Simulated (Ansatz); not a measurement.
Consider the following.

```
Pt
1.0
    0.00000     1.95864     1.95864
    1.95864     0.00000     1.95864
    1.95864     1.95864     0.00000
Pt
1
Direct
  0.00000   0.00000   0.00000
```

All values below come from PBEsol with spin-orbit coupling, DFPT electron-phonon coupling, linearised Boltzmann equation (plane waves, PAW; Ansatz, a program for electronic structure). Condition of this run: spin-orbit coupling switched on. How the cell was made: relaxed with this functional, without spin-orbit coupling.

Task: Predict the intrinsic resistivity at 300 K.

Result: 9.5 μΩ·cm.

Task: And the electrons' mean free path at that temperature?

Result: 5.9 nm, weighted by the current that each state carries. Wires not much wider than this gain resistivity from their walls.

A metal at this level (no band gap). Only scattering by harmonic phonons is included (no impurities, grain boundaries, electron-electron scattering or thermal expansion). Phonons are Fourier-interpolated between the q points, which in tests on eleven metals of one or two atoms moved the resistivity by up to 6 %. Halving the electron mesh (28x28x28) moves the resistivity by up to 2 % at 300 K, the mean free path by up to 10 %. Smearing 0.20 eV; phonons on a 6x6x6 q mesh, which this run doesn't test.
